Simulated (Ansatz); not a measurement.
Consider SiC in the zinc blende structure (space group F-43m, No. 216; a = 4.357 Å). Axes: x, y, z lie along the cube axes.

The values are results of DFT with PBEsol, PAW potentials and a 420 eV plane-wave cutoff in Ansatz (a quantum-chemistry and plane-wave program), no SOC, not measurements.

Strains are applied to the cell and any free atomic positions relax; under biaxial strain the out-of-plane vector relaxes too.

One change was made to it. Results:

The energy grows by 12 meV/atom; the valence-band top at Γ (three highest levels, from the VBM) becomes 0.00, 0.00, -0.25 eV (base: 0.00, 0.00, 0.00 eV).

### Question
Which change produced these results?
A. biaxial strain +2.50 %, plane normal [001], relaxed out of plane
B. biaxial strain −0.50 %, plane normal [001], relaxed out of plane
C. biaxial strain −2.00 %, plane normal [001], relaxed out of plane
D. biaxial strain +3.00 %, plane normal [001], relaxed out of plane

### Answer
C, biaxial strain −2.00 %, plane normal [001], relaxed out of plane. For comparison, the energy relative to the base in the other runs: biaxial strain +3.00 %, plane normal [001], relaxed out of plane gives +23 meV/atom; biaxial strain −0.50 %, plane normal [001], relaxed out of plane gives +0.7 meV/atom; biaxial strain +2.50 %, plane normal [001], relaxed out of plane gives +16 meV/atom.

The levels and masses belong to the bands next to the band gap. Stability against distortions was not tested.
